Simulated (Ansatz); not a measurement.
Response to strain in AlRu

The parent structure is AlRu in the CsCl type structure (space group Pm-3m, No. 221; a = 2.983 Å; relaxed with 0.1 eV smearing). Axes: x, y, z lie along the cube axes.

Strains are applied to the cell and any free atomic positions relax; under biaxial strain the out-of-plane vector relaxes too.

The values are results of Ansatz (a quantum-chemistry and plane-wave program), r2SCAN, PAW, cutoff 500 eV, without spin-orbit coupling, not measurements.

| change | shortest interatomic distance | ratio −ε⊥/ε∥ |
|---|---|---|
| base | 258.3 pm | – |
| biaxial strain +0.42 %, plane normal [111], relaxed out of plane | 257.7 pm | – |
| biaxial strain +0.83 %, plane normal [111], relaxed out of plane | 257.0 pm | 0.62 |
| biaxial strain +1.25 %, plane normal [111], relaxed out of plane | 256.4 pm | 0.60 |
| biaxial strain +1.67 %, plane normal [111], relaxed out of plane | [?] | [?] |
| biaxial strain +2.08 %, plane normal [111], relaxed out of plane | 255.2 pm | 0.58 |
| biaxial strain +2.50 %, plane normal [111], relaxed out of plane | 254.7 pm | 0.57 |

Task: Complete the table.

Result: 
- biaxial strain +1.67 %, plane normal [111], relaxed out of plane, shortest interatomic distance: 255.8 pm
- biaxial strain +1.67 %, plane normal [111], relaxed out of plane, ratio −ε⊥/ε∥: 0.59

No phonon test of stability was made. All final runs are without spin polarisation.
